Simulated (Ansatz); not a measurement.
Base system: Al₂O₃ in the corundum structure (space group R-3c, No. 167; a = 4.774 Å, c = 13.015 Å (hexagonal axes)). Axes: x lies along a and z along c of the hexagonal cell.

Level of theory: PBEsol (Ansatz, a first-principles code; PAW; 420 eV plane waves; scalar-relativistic without spin-orbit coupling).

Strains are applied to the cell and any free atomic positions relax.

One change was made to it. Results:

```tsv
quantity	base	after
energy relative to the base (free energy F)	0 meV/atom	+0.7 meV/atom
pressure (mean of the normal stresses, compression positive)	0.00 GPa	-1.71 GPa
band gap	6.03 eV	5.96 eV
```

Question: Which change produced these results?
A) uniaxial strain ε_zz = +3.00 %
B) uniaxial strain ε_zz = +2.25 %
C) uniaxial strain ε_zz = +0.75 %

Answer: C, uniaxial strain ε_zz = +0.75 %. For comparison, the band gap in the other runs: uniaxial strain ε_zz = +2.25 % gives 5.74 eV; uniaxial strain ε_zz = +3.00 % gives 5.63 eV.

Stability against distortions was not tested.
